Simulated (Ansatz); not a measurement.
A computed series for hypothetical R-3m Ga2O3: response to strain

Start from Ga2O3 (space group R-3m, No. 166; a = 2.988 Å, c = 22.852 Å (hexagonal axes); a hypothetical phase, not in the database extracts checked). Axes: x lies along a and z along c of the hexagonal cell.

Strains are applied to the cell and any free atomic positions relax; under biaxial strain the out-of-plane vector relaxes too.

Levels (all Ansatz, an electronic-structure program, PAW): PBEsol (420 eV, no spin-orbit coupling); r2SCAN (500 eV, spin-orbit coupling left out); HSE06 (420 eV, no SOC).

Band gaps by level, all at the geometries relaxed with PBEsol:

```json
[
 {"case": "base", "PBEsol": "2.85 eV", "r2SCAN": "3.51 eV", "HSE06": "4.56 eV"},
 {"case": "biaxial strain −2.22 %, plane normal [001], relaxed out of plane", "PBEsol": "3.28 eV", "r2SCAN": "3.96 eV", "HSE06": "5.01 eV"},
 {"case": "isotropic strain −1.91 %", "PBEsol": "3.11 eV", "r2SCAN": "3.79 eV", "HSE06": "4.85 eV"},
 {"case": "isotropic strain +2.92 %", "PBEsol": "2.40 eV", "r2SCAN": "3.02 eV", "HSE06": "4.05 eV"},
 {"case": "tensor shear ε_yz = +1.61 %", "PBEsol": "2.84 eV", "r2SCAN": "3.50 eV", "HSE06": "4.55 eV"}
]
```

Single points use the geometry relaxed with PBEsol. HSE06 was sampled on its mesh, a few special points and the semilocal edge points, so its gap is an upper bound. Stability against distortions was not tested.
